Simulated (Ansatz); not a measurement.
Input:

```xyz
3
Lattice="4.0780 0.0000 0.0000 2.0390 3.5316 0.0000 0.0000 0.0000 18.7658" Properties=species:S:1:pos:R:3 pbc="T T T"
I      4.0780     2.3544     7.4959
Hg     2.0390     1.1772     9.3829
I      4.0780     2.3544    11.2699
```

No spin polarisation.

A single point on hypothetical P6_3/mmc HgI2 with a change (1 layer), its geometry relaxed with PBEsol-D3(BJ).

All numbers come from plane-wave PAW DFT at the r2SCAN level (Ansatz, an electronic-structure program, 500 eV), without spin-orbit coupling, earlier PAW set. Γ-centred 13×13×1 mesh, Fermi–Dirac width 0.05 eV. The cell is a slab with vacuum along z.

### Question
Predict the width of the top valence band.

### Answer
0.48 eV.

### Question
Estimate the band gap.

### Answer
1.19 eV.

Single points use the geometry relaxed with PBEsol-D3(BJ). With Hg and I present, leaving out spin-orbit coupling can change the band edges. Stability against distortions was not tested. The cell was made from HgI$_{2}$ in the 2H-MoS2 type structure (space group P6_3/mmc, No. 194; a hypothetical phase, not in the database extracts checked; layered, stacked along the Cartesian z axis) by this change: a free-standing slab of 1 layer (3 atoms, 3 a layer) is cut normal to the stacking axis, with 15 Å of vacuum and the in-plane cell relaxed.
